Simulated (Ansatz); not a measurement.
The parent structure is Al in the fcc (Cu type) structure (space group Fm-3m, No. 225; a = 3.994 Å; relaxed with 0.1 eV smearing). Axes: x, y, z lie along the cube axes.

All numbers come from r2SCAN (Ansatz, an electronic-structure program; PAW; 500 eV plane waves; no spin-orbit coupling).

Now apply this change: the cell is compressed by 2.50 % along z with no lateral relaxation; the atoms relax in the strained cell.

### Question
Predict the stress tensor and what it implies for the stiffness.

### Answer
Stress of the strained cell less that of the base (GPa, compression positive):
```
    1.9     0.0     0.0
    0.0     1.9     0.0
    0.0     0.0     3.8
```

Then −Δσ_ii/ε with ε = -0.0250 gives secant stiffness values (nonlinear terms included at this strain): C33 ≈ 153 GPa, C13 ≈ 75 GPa and C23 ≈ 75 GPa.

As a check, the harmonic strain energy −½ V₀ Δσ:ε is 4.8 meV/atom; the computed energy rise is 4.5 meV/atom.

Whether these cells are dynamically stable was not tested.
